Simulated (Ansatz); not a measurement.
# Thermal expansion of TiC (rock salt, Fm-3m)

Method: quasi-harmonic lattice dynamics, Ansatz (an electronic-structure program), PBEsol functional, plane-wave PAW; phonon mesh 4×4×4, k mesh 16×16×16. The pressure is 15 GPa. The structure is held there; whether it is the stable one at that pressure was not tested.

```csv
T (K),α_L (10⁻⁶/K),C_P (J/mol/K),bulk modulus B_T (GPa),γ
100,0.8,6.2,320,1.44
200,2.9,21.6,319,1.45
300,4.3,32.7,317,1.44
400,5.1,39.1,314,1.43
500,5.7,42.9,312,1.43
600,6.0,45.3,309,1.43
700,6.3,47.0,306,1.43
800,6.5,48.2,304,1.43
900,6.6,49.2,301,1.44
1000,6.8,49.9,298,1.44
```

| Quantity | Result |
|---|---|
| conventional lattice constants at 300 K | a = 4.233 Å |
| entropy at 300 K | 22.3 J/(mol K) |
| adiabatic bulk modulus at 300 K | 318 GPa |
| bulk modulus without vibrations | 326 GPa |
| zero-point volume expansion | 0.67 % |

Values include zero-point motion; explicit anharmonicity at fixed volume is left out.

No phase change or melting is allowed for: the numbers belong to this structure as given.

The PAW data sets were generated under PBE and serve the other functionals too.
